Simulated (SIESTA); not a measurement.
# SIESTA run on TiSi2 (Fddd, 6 atoms in the cell): self-consistent single point

Method of the run: GGA PBE, numerical atomic orbitals TZP, PseudoDojo PBE standard norm-conserving potentials (rewritten from UPF to PSML) run with SIESTA.

Input:

```
# files in the folder: Ti.psml Si.psml (PseudoDojo PBE standard)
SystemName  TiSi2
SystemLabel siesta

NumberOfAtoms                6
NumberOfSpecies              2
%block ChemicalSpeciesLabel
  1 22 Ti
  2 14 Si
%endblock ChemicalSpeciesLabel
LatticeConstant              1.0 Ang
%block LatticeVectors
     0.000000000    4.208924000    4.357536000
     2.442557000    0.000000000    4.357536000
     2.442557000    4.208924000    0.000000000
%endblock LatticeVectors
AtomicCoordinatesFormat      ScaledCartesian
%block AtomicCoordinatesAndAtomicSpecies
     2.442557000    4.208924000    4.357536000  1
     3.663835500    6.313386000    6.536304000  1
     2.442557000    7.049358451    4.357536000  2
     2.442557000    1.368489549    4.357536000  2
     1.221278500    3.472951549    2.178768000  2
     1.221278500    0.735972451    2.178768000  2
%endblock AtomicCoordinatesAndAtomicSpecies

XC.functional                GGA
XC.authors                   PBE
PAO.BasisSize                TZP
PAO.EnergyShift              0.01 Ry
MeshCutoff                   400 Ry
%block kgrid.MonkhorstPack
    7   0   0  0.0
    0   7   0  0.0
    0   0   7  0.0
%endblock kgrid.MonkhorstPack
OccupationFunction           MP
OccupationMPOrder            0
ElectronicTemperature        2320.9 K

MaxSCFIterations             150
SCF.Mixer.Method             Broyden
SCF.Mixer.Weight             0.2
SCF.Mixer.History            6
SCF.DM.Tolerance             1.0E-05
Diag.ParallelOverK           true
WriteForces                  true
```

Output (repeated stretches shortened):

```
reinit: Reading from file input.fdf

reinit: System Name: TiSi2
reinit: System Label: siesta

coor:   Atomic-coordinates input format  =     Cartesian coordinates
coor:                                          (in units of alat)

siesta: Atomic coordinates (Bohr) and species
siesta:      4.61576   7.95371   8.23455  1        1
siesta:      6.92365  11.93057  12.35182  1        2
siesta:      4.61576  13.32136   8.23455  2        3
siesta:      4.61576   2.58607   8.23455  2        4
siesta:      2.30788   6.56293   4.11727  2        5
siesta:      2.30788   1.39079   4.11727  2        6

siesta: System type = bulk

initatomlists: Number of atoms, orbitals, and projectors:      6   118   108

siesta: ******************** Simulation parameters ****************************
redata: Spin configuration                          = none
redata: Time-Reversal Symmetry                      = T
redata: Number of Atomic Species                    =        2
redata: Mesh Cutoff                                 =   400.0000 Ry
redata: Net charge of the system                    =     0.0000 |e|
redata: Min. number of SCF Iter                     =        0
redata: Max. number of SCF Iter                     =      150
redata: SCF convergence failure will abort job
redata: SCF mix quantity                            = Hamiltonian
redata: Mix DM or H after convergence               =   F
redata: Recompute H after scf cycle                 =   F
redata: Mix DM in first SCF step                    =   T
redata: No kicks to SCF
redata: DM Mixing Weight for Kicks                  =     0.5000
redata: Require Harris convergence for SCF          =   F
redata: Harris energy tolerance for SCF             =     0.000100 eV
redata: Require DM convergence for SCF              =   T
redata: DM tolerance for SCF                        =     0.000010
redata: Require EDM convergence for SCF             =   F
redata: EDM tolerance for SCF                       =     0.001000 eV
redata: Require H convergence for SCF               =   T
redata: Hamiltonian tolerance for SCF               =     0.001000 eV
redata: Require (free) Energy convergence for SCF   =   F
redata: (free) Energy tolerance for SCF             =     0.000100 eV
redata: Using DFT-D3 dispersion                     =   F
redata: Using Saved Data (generic)                  =   F
redata: Method of Calculation                       = Diagonalization
redata: Electronic Temperature                      =  2320.9000 K
redata: Number of TDED substeps                     =        3
redata: Dynamics option                             = Single-point calculation
redata: Save all siesta data in one NC              =   F
redata: ***********************************************************************

%block SCF.Mixers
  Broyden
%endblock SCF.Mixers

%block SCF.Mixer.Broyden
  # Mixing method
  method broyden

  # Mixing options
  weight 0.2000
  weight.linear 0.2000
  weight.prime 0.2000
  history 6
%endblock SCF.Mixer.Broyden

DM_history_depth set to one: no extrapolation allowed by default for geometry relaxation
Size of DM history Fstack: 1
Total number of electrons:    40.000000
Total ionic charge:    40.000000

* ProcessorY, Blocksize:    1  64

* Orbital distribution balance (max,min):   118   118

 Kpoints in:          196 . Kpoints trimmed:          172

siesta: k-grid: Number of k-points = 172
siesta: k-points from Monkhorst-Pack grid
siesta: k-cutoff (effective) =    17.032 Ang
siesta: k-point supercell and displacements
siesta: k-grid:     7     0     0      0.000
siesta: k-grid:     0     7     0      0.000
siesta: k-grid:     0     0     7      0.000

diag: Algorithm                                     = D&C
diag: Parallel over k                               =   F
diag: Use parallel 2D distribution                  =   F
diag: Parallel block-size                           = 64
diag: Parallel distribution                         =     1 x     1
diag: Used triangular part                          = Lower
diag: Absolute tolerance                            =  0.100E-15
diag: Orthogonalization factor                      =  0.100E-05
diag: Memory factor                                 =  1.0000

superc: Internal auxiliary supercell:     5 x     5 x     5  =     125
superc: Number of atoms, orbitals, and projectors:    750  14750  13500

                        Single-point calculation

superc: Internal auxiliary supercell:     5 x     5 x     5  =     125
superc: Number of atoms, orbitals, and projectors:    750  14750  13500

outcell: Unit cell vectors (Ang):
        0.000000    4.208924    4.357536
        2.442557    0.000000    4.357536
        2.442557    4.208924    0.000000

outcell: Cell vector modules (Ang)   :    6.058313    4.995418    4.866326
outcell: Cell angles (23,13,12) (deg):     75.7931     53.0669     51.1400
outcell: Cell volume (Ang**3)        :     89.5956
new_DM -- step:     1
Initializing Density Matrix...

Attempting to read DM from file... Failed...
DM filled with atomic data:

InitMesh: MESH = 54 x 54 x 54 = 157464
InitMesh: Mesh cutoff (required, used) =   400.000   424.431 Ry

stepf: Methfessel-Paxton step function
       Using Hermite-Gauss polynomials of order  0

        iscf     Eharris(eV)        E_KS(eV)     FreeEng(eV)     dDmax    Ef(eV) dHmax(eV)
   scf:    1    -3658.981233    -3688.294987    -3688.340933  1.799837 -4.643430  8.902383
   scf:    2    -3693.440313    -3692.267961    -3692.317573  0.134223 -5.133157  1.303332
   scf:    3    -3692.523104    -3692.404679    -3692.455778  0.026165 -5.210537  0.616335
   scf:    4    -3692.561899    -3692.499187    -3692.552632  0.040453 -5.301684  0.146611
   scf:    5    -3692.497286    -3692.500283    -3692.554119  0.009966 -5.331853  0.176725
   scf:    6    -3692.501950    -3692.502360    -3692.556054  0.003321 -5.317049  0.043825
   scf:    7    -3692.502347    -3692.502433    -3692.556156  0.001067 -5.321373  0.016438
   scf:    8    -3692.502479    -3692.502459    -3692.556171  0.000230 -5.321173  0.007436
   scf:    9    -3692.502474    -3692.502467    -3692.556175  0.000120 -5.320921  0.000401
   scf:   10    -3692.502467    -3692.502467    -3692.556175  0.000029 -5.320959  0.000182
   scf:   11    -3692.502467    -3692.502467    -3692.556175  0.000013 -5.320973  0.000109
   scf:   12    -3692.502467    -3692.502467    -3692.556175  0.000008 -5.320981  0.000080

SCF Convergence by DM+H criterion
max |DM_out - DM_in|         :     0.0000082764
max |H_out - H_in|      (eV) :     0.0000801427
SCF cycle converged after 12 iterations

Using DM_out to compute the final energy and forces

siesta: E_KS(eV) =            -3692.5025

siesta: E_KS - E_eggbox =     -3692.5025

siesta: Atomic forces (eV/Ang):
     1   -0.000023    0.000149    0.000109
     2    0.000023   -0.000149   -0.000109
     3   -0.000078   -0.034450   -0.000094
     4    0.000055    0.034457   -0.000015
     5    0.000078    0.034305    0.000094
     6   -0.000055   -0.034312    0.000015
   Tot   -0.000000   -0.000000   -0.000000
   Max    0.034457
   Res    0.016208    sqrt( Sum f_i^2 / 3N )
   Max    0.034457    constrained

Stress tensor Voigt[x,y,z,yz,xz,xy] (kbar):       65.38       67.82       74.39       -0.04       -0.01       -0.01
(Free)E + p*V (eV/cell)    -3696.4257
Target enthalpy (eV/cell)    -3692.5562

siesta: Program's energy decomposition (eV):
siesta: Ebs     =      -932.795054
siesta: Eions   =      5593.518745
siesta: Ena     =       951.990372
siesta: Ekin    =      1451.050201
siesta: Enl     =        87.138418
siesta: Eso     =         0.000000
siesta: Edftu   =         0.000000
siesta: DEna    =        56.235712
siesta: DUscf   =         1.331552
siesta: DUext   =         0.000000
siesta: Ex      =      -590.731460
siesta: Ec      =       -55.998517
siesta: Exc     =      -646.729977
siesta: Eharris =     -3692.502467
siesta: Etot    =     -3692.502467
siesta: FreeEng =     -3692.556175

siesta: Stress tensor (static) (eV/Ang**3):
siesta:     0.040807   -0.000005   -0.000005
siesta:    -0.000005    0.042330   -0.000022
siesta:    -0.000005   -0.000022    0.046430

siesta: Cell volume =         89.595618 Ang**3

siesta: Pressure (static):
siesta:                Solid            Molecule  Units
siesta:          -0.00047039         -0.00046623  Ry/Bohr**3
siesta:          -0.04318895         -0.04280725  eV/Ang**3
siesta:         -69.19632891        -68.58477196  kBar
```

The run converged in 12 iterations.

The starting cell comes from a database of computed structures (which also holds hypothetical and non-ambient phases and stackings), without a prior relaxation at this level. Its lattice was rescaled by a random factor within 2.5 % of one. Spin polarisation is off. Values carry the incompleteness of an atom-centred basis. With a pressure of about -7 GPa the cell is away from its equilibrium volume at this level.

Cost on one core of a shared machine: roughly 80 s.
